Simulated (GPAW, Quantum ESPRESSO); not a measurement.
A GPAW input for a self-consistent single point of ZnIr (P-6m2, 2 atoms in the cell) (DFT LDA (Perdew-Wang 92), plane waves, GPAW PAW datasets LDA (gpaw-data 1.0.1)):

```python
from ase import Atoms
from ase.units import GPa
from gpaw import GPAW

atoms = Atoms(['Zn', 'Ir'],
              cell=[[2.721636, 0.000000, 0.000000],
                    [-1.360818, 2.357006, 0.000000],
                    [0.000000, 0.000000, 4.080583]],
              scaled_positions=[[0.666667, 0.333333, 0.500000],
                                [0.000000, 0.000000, 0.000000]],
              pbc=True)

calc = GPAW(mode={'name': 'pw', 'ecut': 800},
            xc='LDA',
            kpts={'size': (18, 18, 11), 'gamma': True},
            occupations={'name': 'fermi-dirac', 'width': 0.1},
            nbands=-6,
            convergence={'forces': 0.001},
            symmetry={'symmorphic': False, 'tolerance': 0.0005},
            maxiter=100,
            txt='-')

atoms.calc = calc

energy = atoms.get_potential_energy()
print('Energy (eV):', round(energy, 6))
forces = atoms.get_forces()
print('Forces (eV/Ang):')
print(forces.round(5))
stress = atoms.get_stress()
print('Stress (GPa, Voigt):', (stress / GPa).round(4))
```

Question: Give the Quantum ESPRESSO input for the same structure, mesh, smearing and functional.

Answer: One input that does it (others would too):

```fortran
&CONTROL
  calculation = 'scf'
  prefix = 'znir'
  outdir = './tmp'
  pseudo_dir = './'
  tprnfor = .true.
  tstress = .true.
/
&SYSTEM
  ibrav = 0
  nat = 2
  ntyp = 2
  ecutwfc = 50
  ecutrho = 500
  occupations = 'smearing'
  smearing = 'fd'
  degauss = 0.0073499
/
&ELECTRONS
  conv_thr = 1.0e-11
  mixing_beta = 0.3
/
ATOMIC_SPECIES
Zn    65.3800  Zn.pz-dn-rrkjus_psl.1.0.0.UPF
Ir   192.2170  Ir.pz-n-rrkjus_psl.1.0.0.UPF
CELL_PARAMETERS {angstrom}
   2.7216360486     0.0000000000     0.0000000000
  -1.3608180243     2.3570059579     0.0000000000
   0.0000000000     0.0000000000     4.0805830000
ATOMIC_POSITIONS {crystal}
Zn    0.6666666667    0.3333333333    0.5000000000
Ir    0.0000000000    0.0000000000    0.0000000000
K_POINTS {automatic}
18 18 11  0 0 0
```

Basis settings and potentials, where a program has them, do not carry over. This input uses DFT, LDA (PZ), plane waves, PSlibrary ultrasoft (LDA) pseudopotentials. LDA parametrisations can differ slightly between programs. Both were run: pressure 4.43 GPa in GPAW and 6.09 in Quantum ESPRESSO.

On GPAW: the starting cell comes from a database of computed structures (which also holds hypothetical and non-ambient phases and stackings), without a prior relaxation at this level. For this run, on top of that: lattice scaled by 0.98. Spin polarisation is off. With a pressure of about 4 GPa the cell is away from its equilibrium volume at this level.

On Quantum ESPRESSO: the starting cell comes from a database of computed structures (which also holds hypothetical and non-ambient phases and stackings), without a prior relaxation at this level. For this run, on top of that: lattice scaled by 0.98. Spin polarisation is off. With a pressure of about 6 GPa the cell is away from its equilibrium volume at this level.
